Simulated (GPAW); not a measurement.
Band structure of TiNi (Pm-3m, 2 atoms in the cell).

```
CELL_PARAMETERS angstrom
      2.96088     0.00000     0.00000
      0.00000     2.96088     0.00000
      0.00000     0.00000     2.96088
ATOMIC_POSITIONS crystal
  Ti 0.50000 0.50000 0.50000
  Ni 0.00000 0.00000 0.00000
```

Method: LDA (Perdew-Wang 92), GPAW PAW datasets LDA (gpaw-data 1.0.1) (plane waves; GPAW).

Settings: mode = pw; ecut = 800 eV; xc = LDA; kpts = 9 9 9; mesh shift (steps) = 0 0 0; occupations.name = methfessel-paxton; occupations.width = 0.1 eV; occupations.order = 0; nbands = -6; convergence.forces = 0.001 eV/Å; symmetry.symmorphic = false; symmetry.tolerance = 0.0005; maxiter = 150; bandpath_npoints = 40.

The starting cell comes from a database of computed structures (which also holds hypothetical and non-ambient phases and stackings), without a prior relaxation at this level. Its lattice was rescaled by a random factor within 2.5 % of one. Spin polarisation is off.

Levels in eV from the Fermi level, bands 11 to 18:
```json
[
 {"point": "Γ", "11": "-2.11", "12": "-2.11", "13": "-2.11", "14": "0.45", "15": "0.45", "16": "2.70", "17": "2.70", "18": "2.70"},
 {"point": "X", "11": "-2.22", "12": "-2.22", "13": "-1.78", "14": "-0.83", "15": "-0.64", "16": "0.61", "17": "0.61", "18": "2.29"},
 {"point": "M", "11": "-2.92", "12": "-1.37", "13": "-0.80", "14": "0.49", "15": "0.49", "16": "0.95", "17": "2.41", "18": "2.41"},
 {"point": "R", "11": "-2.29", "12": "-2.29", "13": "-2.29", "14": "-1.35", "15": "-1.35", "16": "3.22", "17": "3.22", "18": "6.17"}
]
```

Bands cross the Fermi level along this path, so the cell is metallic at this level.
